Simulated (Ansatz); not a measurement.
Defect: O-vacancy pair (O on one host N site, one N site vacant) in rock-salt TiN, neutral cell. The step: direct exchange of O with the vacancy (O-vacancy distance between ideal sites 3.00 Å throughout); the atom moves 2.99 Å along (0.00, 0.50, 0.50) of the unit cell; the moving atom starts with neighbours 2 Ti at 2.19, 2 Ti at 2.23, 2 Ti at 2.24 Å and ends with 2 Ti at 2.19, 2 Ti at 2.23, 2 Ti at 2.24 Å. A PBE band in Ansatz (plane-wave PAW, a 2×2×2 k-point mesh shifted by half a step, 64 host sites, 207 SCF runs with any check of the saddle's order, static, no finite-size correction) gives a forward barrier of 2.33 eV. The saddle point's order was not checked, and it lies on a symmetry element of the cell, where a band can be held. Forms of the defect that were not tried may lie lower.

Single points at the band's start and saddle point can refine it. Rough cost of one point, in units of the band's mean SCF on the same machine:

| Level | Cost of one point |
|---|---|
| PBE, a 4×4×4 k-point mesh shifted by half a step | about 7 |
| r2SCAN at 500 eV, a 2×2×2 k-point mesh shifted by half a step | about 3 |

### Question
Which of these move the barrier by more than 0.1 eV, and how far does each move it?

### Answer
PBE, a 4×4×4 k-point mesh shifted by half a step: +0.05 eV; r2SCAN at 500 eV, a 2×2×2 k-point mesh shifted by half a step: +0.17 eV. Each functional is compared with PBE at the same k-points.

Ansatz is a program for electronic structure.
